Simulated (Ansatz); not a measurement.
Bond-angle distributions (per cent of the angles at each element, bins of 10°) of a relaxed model of amorphous gallium oxide (Ga₂₄O₃₅) at 4.85 g/cm³. Calculation: PBE, scalar-relativistic without spin-orbit coupling (plane waves to 420 eV, PAW; Ansatz, a quantum-chemistry and plane-wave program). The usual formal charges leave 2 electrons over, so the level spacing at the Fermi energy parts defect or band states and needn't be the band gap.

A CHGNet melt-quench gave the starting glass, which DFT then relaxed. O atoms were pushed apart under 1.9 Å during the dynamics, to hinder bonds among them. The hot cell started wider than the set density and was brought back towards it in steps. It is the lowest in DFT energy of 2 quenches. It is a model cell: composition and starting density were chosen by hand, and all elements were melted together. No dispersion term was used. Its density started from a set value of 4.74 and ended at 4.85 g/cm³. The quench (nominally 88 K/ps over its main leg) was far faster than any real one, so the model tends to hold more defects than a real film. A cell of this size samples the disorder only roughly. The volume was free in the relaxation, at fixed shape. Stress components on the final sampling reach 3.3 GPa. On a 2×2×2 Γ-centred mesh force components of up to 0.15 eV/Å stay, since the relaxation ran on the zone centre alone.

Neighbours within Ga-Ga 2.68 Å, Ga-O 2.32 Å, O-O 1.58 Å count as bonded. Two cations that share two anions don't count as bonded, nor two that share one unless they lie closer than Ga-Ga 2.61 Å.

```csv
angle (°),at Ga,at O
50-60,0,0
60-70,0,0
70-80,2,0
80-90,15,0
90-100,19,10
100-110,24,15
110-120,20,34
120-130,9,26
130-140,3,10
140-150,3,5
150-160,2,1
160-170,2,0
170-180,1,0
```

They go with these counts of neighbours within the cut-offs, cation contacts included: Ga mean 4.3, most often 4; O mean 2.9, most often 3.
